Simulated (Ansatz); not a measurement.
For TiC (model structure, started from the CsCl type, Pm-3m, No. 221, 2 atoms in the cell), PBE (plane waves, PAW; Ansatz, a program for electronic structure) gives:

| Quantity | Value |
|---|---|
| lattice constant a | 2.711 Å |
| enthalpy of formation | 0.346 eV/atom |

Task: What does r²SCAN in Ansatz (plane waves, PAW) give for the same quantities?

Result: 
- lattice constant a: 2.704 Å (decreases by 0.3 %)
- formation enthalpy: 0.301 eV/atom (falls by 0.045 eV/atom)

Changes are worked out from the printed values.

Unless a cell is named, each level is at its own relaxed cell (PBE 9.96, r²SCAN 9.88 Å³/atom).

Ansatz's density-functional and Hartree–Fock values are scalar-relativistic unless marked +SOC, with PAW data made under PBE.

A model structure was made by putting elements into a prototype or built by hand; it is no filed structure, need not be a known phase, and can be a saddle point held by its symmetry.
